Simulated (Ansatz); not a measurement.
Structures of equal composition on the (0001) surface of 4H silicon carbide (Si plane on top): (√3x√3)R30° Ge adatom at H3; (√3x√3)R30° Ge adatom at T4. The slabs share one bottom face, and each structure is named by its start. These are constructed structures in small cells; real faces may alloy, dewet or reconstruct in larger ones, and not all known structures of the face are among them. Slabs of about 10 Å with all that they carry, Fermi-Dirac smearing of 0.025 eV. Bottom of the slabs: H caps. Relaxed from the named starts with such symmetry as they have, on meshes of like density; energies extrapolated to zero smearing; no spin-orbit coupling, no U. Spin-polarised runs, if any, are marked in brackets, and their order is one that fits the cell; the others ran without spin. Where a second, spin-polarised start was run, the lower counts.

Host crystal: 4H silicon carbide, with a band gap (PBE, scalar-relativistic without spin-orbit coupling).

Level of theory: r2SCAN, at the PBE geometry (plane waves to 500 eV, PAW; Ansatz, a program for electronic structure).

Q: Order them by energy per 1x1 cell (lowest first) at the level r2SCAN, at the PBE geometry.

A: (√3x√3)R30° Ge adatom at T4 (0.000 eV [spin, 1.0 μB a cell], gap 0.59 eV on the mesh), (√3x√3)R30° Ge adatom at H3 (0.155 eV [spin, 1.0 μB a cell], gap 0.76 eV on the mesh)
